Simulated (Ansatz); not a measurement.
## Pb under a change: isotropic strain −2.00 %

Start from Pb in the fcc (Cu type) structure (space group Fm-3m, No. 225; a = 4.934 Å; relaxed with 0.1 eV smearing).

Now apply this change: the cell is scaled by 0.9800 in all directions, atoms relaxed at fixed cell.

All numbers come from DFT with PBEsol, PAW potentials and a 420 eV plane-wave cutoff in Ansatz (a first-principles code), without spin-orbit coupling. Settings: 23×23×23 k-points, 0.1 eV Fermi–Dirac smearing.

- Volume per atom = 28.27 Å³ (base 30.03 Å³)
- Space group = Fm-3m (No. 225) (base Fm-3m (No. 225))
- Shortest interatomic distance = 341.9 pm (base 348.9 pm)
- Energy relative to the base (free energy F) = +17 meV/atom
- Pressure = 3.3 GPa (base 0.0 GPa)
- Band gap = zero (base zero)

Cost of the whole job for the changed cell (relaxation, final SCF and bands): around 9 core-seconds (rough).

Stability against distortions was not tested.
